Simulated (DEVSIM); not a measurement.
Structure: Si n-i-p diode, at 300 K.

Layer 1 from the left is Si, thickness (μm) 0.910, Nd (cm⁻³) 8.3e18, τn (s) 2.4e-5, τp (s) 2.4e-5. Layer 2 from the left is Si, thickness (μm) 3.00, Na (cm⁻³) 5.5e12, τn (s) 2.4e-5, τp (s) 2.4e-5. Layer 3 from the left is Si, thickness (μm) 0.620, Na (cm⁻³) 1.2e19, τn (s) 2.4e-5, τp (s) 2.4e-5.

Left contact: ohmic. Right contact: ohmic. Voltage is applied to the left contact. Recombination: SRH at mid-gap. Mobility is μmin + (μ − μmin)/(1 + (N/Nref)^α).

The device is made up for the run: typed textbook-type constants, with dimensions and the other settings drawn at random. Values at 300 K.

Si: gap (eV) 1.124, affinity (eV) 4.05, permittivity 11.7, Nc (cm⁻³) 2.86e19, Nv (cm⁻³) 3.1e19, μn (cm²/Vs) 1417, μp (cm²/Vs) 470, μn,min 52, μp,min 45, Nref,n 9.7e16, Nref,p 2.2e17, αn 0.68, αp 0.72.

Model (solved in DEVSIM): 1D drift-diffusion, Boltzmann statistics, complete ionisation; no tunnelling, impact ionisation, image-force lowering or self-heating.

Task: What does the simulation give for the dark forward voltage at 1 A/cm², the potential step across the device at zero bias?

Result: dark forward voltage at 1 A/cm² 0.770 V; potential step across the device at zero bias 1.067 V.
